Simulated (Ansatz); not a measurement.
## Relaxation of cell and atoms of YBeCu4 (P-6m2, 6 atoms in the cell) at several settings

```
CELL_PARAMETERS angstrom
      5.06548     0.00000     0.00000
     -2.53274     4.38684     0.00000
      0.00000     0.00000     3.87441
ATOMIC_POSITIONS crystal
  Y  0.00000 0.00000 0.00000
  Be 0.33333 0.66667 0.00000
  Cu 0.66667 0.33333 0.00000
  Cu 0.00925 0.50462 0.50000
  Cu 0.49538 0.99075 0.50000
  Cu 0.49538 0.50462 0.50000
```

Base: LDA (PW92), default PAW files made with PBE in Ansatz (a first-principles code). Its settings: basis.ecutwfc = 420 eV; kpoints.mp_grid.grid = 10 10 11; hamiltonian.xc = lda; hamiltonian.pseudopotentials = {kind: paw} (the program's default PAW files); scf.occupations.method = fermi_dirac; scf.occupations.width = 0.1 eV. Starting volume 14.35 Å³ per atom.

Each line gives the change from the base single point and the result:

- relax: default → cell and atoms: pressure 0.00 GPa; largest force (vector length) 0.005 eV/Å; final cell a = b = 4.944 Å, c = 3.758 Å, α = β = 90.00°, γ = 120.00°; final volume per atom 13.26 Å³; relaxation steps 6; free energy against the base single point -33.1 meV/atom.
- hamiltonian.xc: lda → pbesol; relax: default → cell and atoms [DFT, PBEsol, plane waves, default PAW files made with PBE]: pressure 0.01 GPa; largest force (vector length) 0.002 eV/Å; final cell a = 5.000 Å, b = 5.000 Å, c = 3.811 Å, α = 90.00°, β = 90.00°, γ = 120.00°; final volume per atom 13.75 Å³; relaxation steps 6.

The starting cell comes from a database of computed structures (which also holds hypothetical and non-ambient phases and stackings), without a prior relaxation at this level. Its lattice was rescaled by a random factor within 2.5 % of one. Spin polarisation is off. Ansatz's pressure includes its estimate of the finite-basis (Pulay) stress.

Keys are those of Ansatz 0.2.
